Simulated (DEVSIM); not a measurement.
Device: Ge n+/n-/n+ resistor, at 350 K.

```
layer (left to right)  material  thickness (μm)  Nd (cm⁻³)  τn (s)  τp (s)
---------------------  --------  --------------  ---------  ------  ------
1                            Ge           0.600     1.1e17  1.2e-7  1.2e-7
2                            Ge            1.10     5.3e13  1.2e-7  1.2e-7
3                            Ge           0.260     2.4e17  1.2e-7  1.2e-7
```

Left contact: ohmic. Right contact: ohmic. Voltage is applied to the left contact. Recombination: SRH at mid-gap, radiative. Mobility is μmin + (μ − μmin)/(1 + (N/Nref)^α).

This is a model device: material constants are rounded textbook-type values typed into the input, and sizes, dopings and lifetimes were drawn at random. Values at 300 K; Nc and Nv go as T^1.5, mobilities as T to minus their exponent, the gap by Varshni's rule with the affinity fixed.

```
parameter               Ge
----------------  --------
gap (eV)             0.664
affinity (eV)            4
permittivity            16
Nc (cm⁻³)          1.04e19
Nv (cm⁻³)             6e18
μn (cm²/Vs)           3900
μp (cm²/Vs)           1900
μn,min                 150
μp,min                 100
Nref,n              2.6e17
Nref,p                4e17
αn                    0.56
αp                     0.6
T exponent of μn      1.66
T exponent of μp      2.33
B (cm³/s)          6.4e-14
Varshni α (eV/K)  0.000477
Varshni β (K)          235
```

Model (solved in DEVSIM): 1D drift-diffusion, Boltzmann statistics, complete ionisation; no tunnelling, impact ionisation, image-force lowering or self-heating.

Question: Give the dark forward current.

Answer: 
| V (V) | J (A/cm²) |
|---|---|
| 0.05 | 190 |
| 0.20 | 770 |
| 0.35 | 1500 |
| 0.50 | 2400 |
| 0.65 | 3500 |
| 0.80 | 4700 |
| 0.95 | 6100 |
| 1.10 | 7600 |
| 1.25 | 9200 |
| 1.40 | 11000 |
| 1.55 | 13000 |
| 1.70 | 15000 |
| 1.85 | 17000 |
| 2.00 | 20000 |
